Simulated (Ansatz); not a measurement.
BaScO2F (P4/mmm, No. 123, 5 atoms in the cell; start mp-1227813)

These are HSE06 in Ansatz (plane waves, PAW) values and carry that method's errors.

Run with plane-wave cutoff 460 eV, 6×6×6 k mesh, Fermi–Dirac smearing 0.01 eV, scalar-relativistic PAW data made under PBE.

Cell (relaxed with PBEsol):

```
CELL_PARAMETERS angstrom
      4.14067     0.00000     0.00000
      0.00000     4.14067     0.00000
      0.00000     0.00000     4.12805
ATOMIC_POSITIONS crystal
  Ba 0.50000 0.50000 0.50000
  Sc 0.00000 0.00000 0.00000
  O  0.50000 0.00000 0.00000
  O  0.00000 0.50000 0.00000
  F  0.00000 0.00000 0.50000
```

| Property | Value |
|---|---|
| band gap | 4.89 eV (on the SCF k mesh) |
| smallest direct gap on the k points sampled | 5.29 eV |

Note: cell and atoms aren't relaxed at this level (pressure 2.2 GPa).

Spin–orbit coupling is not included.

The computed numbers hold no vibrational or temperature effects.

A start named mp-… is a Materials Project structure, which need not be a measured phase.

Ansatz is a quantum-chemistry and plane-wave program.
